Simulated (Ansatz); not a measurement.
**BP: band gap against strain**

BP (zinc blende, F-43m, 11.545 Å³/atom at rest) under an equal strain ε in the (001) plane with the normal axis free, as in a coherent film. PBEsol in Ansatz, a plane-wave DFT program (PAW, default set), 420 eV, 13×13×13 Γ-centred mesh, Fermi-Dirac smearing 0.05 eV; ions are relaxed within the symmetry of each cell. Gaps are the smallest over the k-mesh and a band path, without spin-orbit coupling; in all rows the valence edge lies at Γ and the conduction edge at about 1.2 Å⁻¹ from Γ.

Here s stands for strain and Eg for gap.

| strain (%) | gap (eV) |
|---|---|
| -3.00 | ? |
| -1.50 | 0.91 |
| -1.00 | 0.98 |
| -0.50 | 1.06 |
| 0.00 | 1.11 |

Taking a straight line for Eg over the 4 complete rows: Means: s -0.75000, Eg 1.015. About the means, the sum of products is 0.17000 and the sum of squares of s is 1.2500; the slope is their ratio. Least squares gives Eg = 1.117 + 0.1360·s. Residuals (row less fit): -0.003, -0.001, 0.011, -0.007; standard error 0.009 (degrees of freedom: 2). Over these rows the gap moves by 14 ± 0.8 eV per unit strain.

**Question.** Estimate the missing Eg (s = -3.00); what did the run itself give?

**Answer.** Eg = 1.117 + 0.1360 × (-3.0) = 0.709 eV. The calculation gives 0.71 eV, which the fit meets to the printed digits. The row lies outside the fitted rows, so this is an extrapolation. From the scatter of the fitted rows alone, a prediction at this place has a standard error of 0.022 eV, so the miss is 0.0 times that.

Rows are the converged runs of the series near zero and its far end; series whose fitted rows scatter by over a few per cent of the range, as at a crossing or softening among them, aren't shown in this form. Most that stay on the fit to the last digits aren't either.
